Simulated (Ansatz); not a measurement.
**Carrier properties of monolayer PtS2**

Data:

```
CELL_PARAMETERS angstrom
      3.61102     0.00000     0.00000
     -1.80551     3.12723     0.00000
      0.00000     0.00000    18.79264
ATOMIC_POSITIONS crystal
  Pt 0.00000 0.00000 0.50000
  S  0.33333 0.66667 0.56431
  S  0.66667 0.33333 0.43569
```

These are PBE, rigid bands (plane waves, PAW, scalar-relativistic; Ansatz, an electronic-structure program) values and carry that method's errors. Condition of this run: biaxial strain +1 %. Geometry: cell and atoms relaxed with PBE, then loaded as said.

```json
{
 "band_gap": "1.70 eV",
 "electron conductivity mass (300 K, dilute)": "0.43 mₑ",
 "effective density of states N_c (300 K)": "3.1e13 cm⁻²",
 "Seebeck coefficient, n-type 1.9e12 cm⁻², 300 K": "-409 μV/K"
}
```

Rigid bands; masses and Seebeck coefficients take one relaxation time τ for all states and one kind of carrier; polarons and phonon drag are left out. Spin-orbit coupling is left out.

Model free-standing layer, not matched to a measured one here: monolayer PtS2.
